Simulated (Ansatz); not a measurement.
Subject: the formation energy of the neutral Ti_i in Si (diamond, Fd-3m). Reaction: Ti (hcp) + 216 Si (diamond) → cell A.

Cell A: a supercell of 216 sites of Si (diamond, Fd-3m) with Ti off the lattice sites (10 Si at 2.45–2.80 Å); spin state with PBE: net moment 2.0 μB a cell, k-point mesh 1×1×1.
```xyz
217
Lattice="16.4091 0.0000 0.0000 0.0000 16.4091 0.0000 0.0000 0.0000 16.4091" Properties=species:S:1:pos:R:3 pbc="T T T"
Si    -0.0041    -0.0015    -0.0003
Si    15.0361    12.3032     1.3676
Si    -0.0041    13.6721     2.7351
Si    15.0362    15.0400    15.0400
Si     2.7311    -0.0018     2.7351
Si     1.3638    12.3034    15.0403
Si     2.7314    13.6722    -0.0001
Si     1.3631    15.0394     1.3669
Si    -0.0038    -0.0017     5.4703
Si    15.0401    12.3072     6.8358
Si    -0.0033    13.6727     8.2065
Si    15.0367    15.0400     4.1024
Si     2.7311    -0.0015     8.2051
Si     1.3638    12.3038     4.1025
Si     2.7312    13.6726     5.4704
Si     1.3634    15.0398     6.8393
Si    -0.0030     0.0011    10.9401
Si    15.0461    12.3131    12.2896
Si    -0.0027    13.6733    13.6748
Si    15.0409    15.0456     9.5714
Si     2.7287    -0.0040    13.6743
Si     1.3693    12.3079     9.5718
Si     2.7340    13.6734    10.9400
Si     1.3630    15.0393    12.3039
Si    -0.0035     5.4696     0.0006
Si    15.0366     1.3655     1.3678
Si    -0.0036     2.7335     2.7351
Si    15.0403     4.0988    15.0440
Si     2.7311     5.4685     2.7354
Si     1.3638     1.3657    15.0406
Si     2.7313     2.7335     0.0002
Si     1.3636     4.1025     1.3674
Si    -0.0001     5.4674     5.4658
Si    15.0362     1.3653     6.8389
Si    -0.0002     2.7288     8.2043
Si    15.0364     4.1021     4.1019
Si     2.7297     5.4686     8.2054
Si     1.3639     1.3668     4.1036
Si     2.7320     2.7341     5.4709
Si     1.3633     4.1023     6.8392
Si     0.0021     5.4691    10.9435
Si    15.0384     1.3656    12.3087
Si    -0.0025     2.7333    13.6745
Si    15.0492     4.0898     9.5887
Si     2.7338     5.4682    13.6741
Si     1.3668     1.3658     9.5759
Si     2.7338     2.7338    10.9403
Si     1.3681     4.0985    12.3075
Si    -0.0029    10.9379     0.0011
Si    15.0409     6.8347     1.3733
Si    -0.0029     8.2032     2.7380
Si    15.0460     9.5528    15.0497
Si     2.7288    10.9374     2.7329
Si     1.3693     6.8348    15.0449
Si     2.7340     8.2034     0.0009
Si     1.3630     9.5671     1.3670
Si    -0.0026    10.9379     5.4701
Si    15.0493     6.8519     6.8268
Si     0.0022     8.2067     8.2059
Si    15.0385     9.5719     4.1024
Si     2.7338    10.9372     8.2052
Si     1.3668     6.8390     4.1028
Si     2.7338     8.2036     5.4706
Si     1.3680     9.5709     6.8354
Si     0.0034    10.9389    10.9354
Si    15.0457     6.8244    12.3201
Si     0.0035     8.1985    13.6758
Si    15.0455     9.5832     9.5612
Si     2.7307    10.9374    13.6740
Si     1.3639     6.8371     9.5739
Si     2.7333     8.2029    10.9397
Si     1.3644     9.5689    12.3058
Si     5.4663    -0.0017     0.0002
Si     4.0984    12.3036     1.3679
Si     5.4664    13.6725     2.7352
Si     4.0985    15.0401    15.0404
Si     8.2009    -0.0017     2.7351
Si     6.8314    12.3074    15.0441
Si     8.2023    13.6728     0.0004
Si     6.8352    15.0396     1.3673
Si     5.4669    -0.0009     5.4709
Si     4.0980    12.3034     6.8390
Si     5.4615    13.6762     8.2043
Si     4.0997    15.0401     4.1035
Si     8.2013    -0.0031     8.2056
Si     6.8350    12.3035     4.1023
Si     8.2004    13.6764     5.4657
Si     6.8351    15.0397     6.8393
Si     5.4666     0.0007    10.9402
Si     4.0985    12.3055    12.3086
Si     5.4661    13.6737    13.6745
Si     4.0984    15.0432     9.5758
Si     8.2010     0.0011    13.6740
Si     6.8224    12.3164     9.5886
Si     8.2021    13.6780    10.9434
Si     6.8315    15.0442    12.3075
Si     5.4616     5.4675     0.0040
Si     4.0996     1.3667     1.3678
Si     5.4669     2.7340     2.7360
Si     4.0981     4.1022    15.0402
Si     8.2015     5.4686     2.7336
Si     6.8349     1.3653    15.0402
Si     8.2004     2.7290     0.0038
Si     6.8351     4.1024     1.3674
Si     5.4663     5.4688     5.4703
Si     4.0992     1.3664     6.8398
Si     5.4663     2.7335     8.2055
Si     4.0992     4.1031     4.1031
Si     8.1977     5.4649     8.2018
Si     6.8358     1.3664     4.1032
Si     8.2016     2.7335     5.4703
Si     6.8316     4.0989     6.8356
Si     5.4607     5.4720    10.9355
Si     4.0951     1.3621    12.3048
Si     5.4594     2.7265    13.6751
Si     4.0979     4.1012     9.5715
Si     8.1537     5.4214    13.7164
Si     6.8339     1.3650     9.5717
Si     8.2046     2.7280    10.9356
Si     6.8178     4.0852    12.2879
Si     5.4661    10.9378     0.0013
Si     4.0984     6.8391     1.3708
Si     5.4667     8.2034     2.7374
Si     4.0985     9.5719    15.0420
Si     8.2009    10.9373     2.7379
Si     6.8224     6.8520    15.0534
Si     8.2023     8.2067     0.0058
Si     6.8315     9.5708     1.3717
Si     5.4592    10.9384     5.4634
Si     4.0978     6.8347     6.8380
Si     5.4608     8.1986     8.2087
Si     4.0952     9.5679     4.0989
Si     8.1536    10.9796     8.1578
Si     6.8340     6.8348     4.1017
Si     8.2046     8.1989     5.4647
Si     6.8176     9.5512     6.8218
Si     5.4630    10.9344    10.9446
Si     4.0993     6.8374    12.3067
Si     5.4631     8.2078    13.6713
Si     4.0995     9.5697     9.5742
Si     8.1969    10.9438    13.6806
Si     6.8368     6.8289     9.5657
Si     8.1828     8.1983    10.9344
Si     6.8399     9.5750    12.3119
Si    10.9360     0.0012     0.0010
Si     9.5674    12.3078     1.3732
Si    10.9361    13.6732     2.7378
Si     9.5675    15.0456    15.0447
Si    13.6704    -0.0038     2.7331
Si    12.2852    12.3134    15.0502
Si    13.6708    13.6736     0.0012
Si    12.3000    15.0395     1.3672
Si    10.9361     0.0008     5.4706
Si     9.5848    12.3164     6.8267
Si    10.9397    13.6779     8.2063
Si     9.5718    15.0431     4.1023
Si    13.6701     0.0009     8.2050
Si    12.3048    12.3054     4.1026
Si    13.6707    13.6737     5.4701
Si    12.3036    15.0441     6.8354
Si    10.9357     0.0002    10.9396
Si     9.5573    12.3123    12.3200
Si    10.9313    13.6797    13.6757
Si     9.5699    15.0400     9.5738
Si    13.6700    -0.0021    13.6739
Si    12.3164    12.3123     9.5618
Si    13.6722    13.6798    10.9354
Si    12.3020    15.0405    12.3057
Si    10.9397     5.4693     0.0058
Si     9.5716     1.3657     1.3707
Si    10.9362     2.7338     2.7376
Si     9.5847     4.0900    15.0530
Si    13.6700     5.4682     2.7378
Si    12.3047     1.3656    15.0422
Si    13.6707     2.7333     0.0013
Si    12.3037     4.0985     1.3718
Si    10.9315     5.4721     5.4648
Si     9.5674     1.3650     6.8380
Si    10.9318     2.7278     8.2087
Si     9.5676     4.1012     4.1018
Si    13.7124     5.4211     8.1580
Si    12.3009     1.3624     4.0993
Si    13.6714     2.7269     5.4635
Si    12.2839     4.0853     6.8220
Si    10.9306     5.4500    10.9351
Si     9.5703     1.3666    12.3064
Si    10.9407     2.7302    13.6712
Si     9.5618     4.1039     9.5657
Si    13.6766     5.4643    13.6805
Si    12.3028     1.3664     9.5742
Si    13.6675     2.7301    10.9447
Si    12.3081     4.1071    12.3118
Si    10.9314    10.9388     0.0074
Si     9.5699     6.8369     1.3677
Si    10.9359     8.2027     2.7370
Si     9.5575     9.5832    15.0490
Si    13.6701    10.9372     2.7348
Si    12.3164     6.8246    15.0495
Si    13.6722     8.1987     0.0074
Si    12.3020     9.5690     1.3683
Si    10.9407    10.9344     5.4670
Si     9.5615     6.8292     6.8409
Si    10.9306     8.1982     8.1871
Si     9.5703     9.5697     4.1032
Si    13.6765    10.9435     8.2012
Si    12.3027     6.8374     4.1034
Si    13.6676     8.2079     5.4669
Si    12.3079     9.5748     6.8440
Si    10.9273    10.9992    10.9312
Si     9.5163     6.7837    12.3891
Si    10.9276     8.1941    13.7363
Si     9.5165     9.6530     9.5203
Si    13.7032    10.9711    13.7077
Si    12.3857     6.7835     9.5205
Si    13.7330     8.1945    10.9314
Si    12.3530     9.6183    12.3557
Ti    10.9379     8.2048    10.9414
```

Reference: Ti (hcp, P6₃/mmc), 2 atoms in the cell; spin state with PBE: run without spin, k-point mesh 24×24×14 on the run's own vectors. Conventional cell: a = 2.940 Å, b = 2.940 Å, c = 4.654 Å, α = 90.00°, β = 90.00°, γ = 120.00°.

Reference: Si (diamond, Fd-3m), 216 atoms in the cell, the relaxed perfect crystal repeated, atoms not moved again, k-point mesh 1×1×1 on the run's own vectors.

Computed with Ansatz (plane waves, PAW), its PAW set soft_1, cutoff 420 eV, 500 eV for r2SCAN. The structures are at rest with PBE, within the held lattices; other levels are single points on them. Neutral cells; Fermi-Dirac smearing of at most 0.10 eV in the solids, energies taken to zero width. The lattices are those relaxed with PBE, so at other levels the solids can be strained, which adds to the spread. Larger cells are relaxed from a start prepared with the learned potential CHGNet till forces fall under 0.03 eV/Å, which some starts already meet. A dispersion term (D3(BJ), or D4 for r2SCAN) was computed beside these levels and is taken off wherever the name lacks it. Space groups of crystals are read within 0.01 Å. Nuclei at rest; no vibrational terms. The structures are the rest points that the relaxations reached, not proven lowest. No search over spin orders was made beyond those shown. No correction for cell size. Mesh and cell size may move defect energies by 0.1 eV or more.

Q: Give the value at the level PBE.

A: 1.00 eV, for Ti (hcp) + 216 Si (diamond) → cell A.

Q: How does the value move with the functional?

A: 
```csv
Method,value (eV),less PBE
r2SCAN,1.08,0.08
```

The levels shown span 0.08 eV, from PBE (1.00) to r2SCAN (1.08).

Ansatz is a first-principles code.
